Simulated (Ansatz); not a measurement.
For ZrGe₂ (model structure, started from the AlB2 type, P6/mmm, No. 191, 3 atoms in the cell), PBE in Ansatz (plane waves, PAW) gives:

```
Property                       Result
---------------------  --------------
lattice constant a            4.376 Å
c axis length                 3.502 Å
enthalpy of formation  -0.119 eV/atom
```

Question: What does PBE-D3(BJ) (Ansatz, a first-principles code, PAW) give for the same quantities?

Answer: 
- lattice constant a: 4.325 Å (shrinks by 1.2 %)
- lattice parameter c: 3.439 Å (drops by 1.8 %)
- formation enthalpy: -0.190 eV/atom (moves by -0.071 eV/atom)

Changes are worked out from the printed values.

Unless a cell is named, each level is at its own relaxed cell (PBE 19.36, PBE-D3(BJ) 18.57 Å³/atom).

Ansatz's density-functional and Hartree–Fock values are scalar-relativistic unless marked +SOC, with PAW data made under PBE.

A model structure was made by putting elements into a prototype or built by hand; it is no filed structure, need not be a known phase, and can be a saddle point held by its symmetry.
